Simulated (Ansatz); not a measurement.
Consider this model of amorphous Ti$_{20}$O$_{41}$Ba.

```xyz
62
Lattice="9.1497 -0.1584 -0.1966 -0.1584 9.3575 0.0611 -0.1966 0.0611 9.0831" Properties=species:S:1:pos:R:3 pbc="T T T"
Ti     3.0182     0.6049     7.7433
Ti     3.9773     1.3418     1.7000
Ti     7.0389     3.1348     0.7466
Ti     1.0351     3.6442     5.5778
Ti     4.3293     4.4981     1.1711
Ti     4.0159     8.9487     5.1737
Ti     0.6210     0.6187     5.9904
Ti     1.7060     8.7772     3.1700
Ti     4.7703     7.0446     7.4806
Ti     7.2291     4.5629     3.5343
Ti     7.9549     7.5299     2.1102
Ti     6.4425     1.1504     6.6558
Ti     6.9292     7.5290     5.3028
Ti     1.5219     3.2773     8.5851
Ti     4.1152     5.3588     4.7807
Ti     6.4696    -0.0391     0.3234
Ti     1.6806     5.9443     2.4642
Ti     4.2145     7.6016     1.6792
Ti     6.0482     4.3985     7.3057
Ti     0.6534     2.5323     2.6160
O      6.0413     9.2446     5.1555
O      1.6739     6.8263     3.9482
O      2.1074     9.2578     4.9685
O      5.8456     1.4263     1.5419
O      7.4709     4.3367     8.5166
O      8.5678     8.1116     5.7064
O      7.9503     2.9604     2.4467
O      2.0050     1.1216     2.3023
O      0.4563     2.6856     0.6481
O      4.1516     9.1176     0.3936
O      0.8090     4.4127     7.2736
O      3.9712     3.0787     2.2495
O      3.1483     1.8899    -0.0103
O      6.8028     1.5999     8.5252
O     -0.1467     8.8772     3.1870
O      3.3985     8.0972     6.9612
O      5.0821     3.7212     8.8101
O      2.5821     4.6364     0.4251
O      6.0157     8.0065     1.9657
O      3.8430     9.0554     3.1149
O      2.2108     7.6449     1.5812
O      0.6760     2.0341     4.5285
O      4.6906     6.4841     0.1439
O      8.5650     4.2618     4.7363
O     -0.1157     6.2760     1.8083
O      5.8931     8.6803     7.7202
O      4.2946     1.0349     6.3671
O      3.8365     5.8644     2.6070
O      8.2234     1.1912     6.3394
O      4.3752     5.3113     6.7606
O      1.3664     4.1000     2.8632
O      6.2629     4.5940     1.8049
O      4.7062     7.1664     5.0168
O      7.9655     8.4442     0.5003
O      6.6594     6.3417     6.7729
O      7.2926     6.5162     3.7492
O      1.2210     9.2076     7.6615
O      1.7515     2.1478     6.8359
O      2.6352     4.3742     5.0618
O      6.2015     2.9360     6.3253
O      5.6081     4.4397     4.4016
Ba     0.0692     6.8298     8.1743
```

All values below come from PBE, scalar-relativistic without spin-orbit coupling (plane waves to 420 eV, PAW; Ansatz, an electronic-structure program).

Preparation: random packing, a CHGNet melt and quench, and a DFT relaxation. O atoms were pushed apart under 1.9 Å during the dynamics, to hinder bonds among them. The hot cell started wider than the set density and was brought back towards it in steps. It is the lowest in DFT energy of 2 quenches. It is a model cell: composition and starting density were chosen by hand, and all elements were melted together. No dispersion term was used. Its density started from a set value of 3.74 and ended at 3.74 g/cm³. The quench (nominally 300 K/ps over its main leg) was far faster than any real one, so the model tends to hold more defects than a real film. One small periodic cell is one sample of the glass; other quenches scatter about these values. The volume was held where the preparation left it and the shape relaxed, at a PBE pressure of 0.2 GPa.

Cut-offs for bonds: Ti-Ti 3.12 Å, Ti-O 2.38 Å, Ti-Ba 3.93 Å, O-O 1.58 Å, O-Ba 3.37 Å, Ba-Ba 4.73 Å. Two cations that share two anions don't count as bonded, nor two that share one unless they lie closer than Ti-Ti 3.04 Å, Ti-Ba 3.82 Å, Ba-Ba 4.60 Å.

Q: Give the coordination numbers, mean bond lengths and angles.

A: 
| Item | Value |
|---|---|
| Mean coordination of Ti by anions | 5.50 (10 with 5, 10 with 6) |
| Mean coordination of O | 2.88 (11 with 2, 24 with 3, 6 with 4) |
| Mean coordination of Ba by anions | 8.00 (1 with 8) |
| Mean Ti-O bond | 1.969 Å (spread 0.122 Å, 110 counted) |
| Mean O-Ba bond | 2.857 Å (spread 0.181 Å, 8 counted) |
| Bond angle at Ti | mean 104.9°, spread 27.7° |
| Bond angle at O | mean 115.4°, spread 18.5° |
| Bond angle at Ba | mean 98.4°, spread 32.8° |

Q: List the pairs of like atoms that count as bonded by the rules above.

A: There are none by these rules.
